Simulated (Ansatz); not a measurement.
# Sn, response to strain

Base system: Sn (space group I4_1/amd, No. 141; relaxed with 0.1 eV smearing).

```yaml
crystal:
  lattice:
    - [-2.94328, 2.94328, 1.59321]
    - [2.94328, -2.94328, 1.59321]
    - [2.94328, 2.94328, -1.59321]
  atoms:
    - { symbol: Sn, position: [0.75000, 0.25000, 0.50000] }
    - { symbol: Sn, position: [0.00000, 0.00000, 0.00000] }
```

Cartesian axes are those of the cell as printed.

Strains are applied to the cell and any free atomic positions relax; under biaxial strain the out-of-plane vector relaxes too.

Calculations: r2SCAN/PAW in Ansatz (a program for electronic structure), scalar-relativistic without spin-orbit coupling.

Candidates:
(a) uniaxial strain ε_yy = −0.50 %
(b) biaxial strain −4.86 %, plane normal [001], relaxed out of plane
(c) isotropic strain +1.24 %

Notes on the quantities. energy relative to the base: free energy F.

Task: Order them by energy relative to the base, lowest first.

Result: (a) uniaxial strain ε_yy = −0.50 % (+0.2 meV/atom), (c) isotropic strain +1.24 % (+6.1 meV/atom), (b) biaxial strain −4.86 %, plane normal [001], relaxed out of plane (+46 meV/atom)

A biaxial case was relaxed in a doubled cell and then solved in the primitive one. Whether these cells are dynamically stable was not tested.
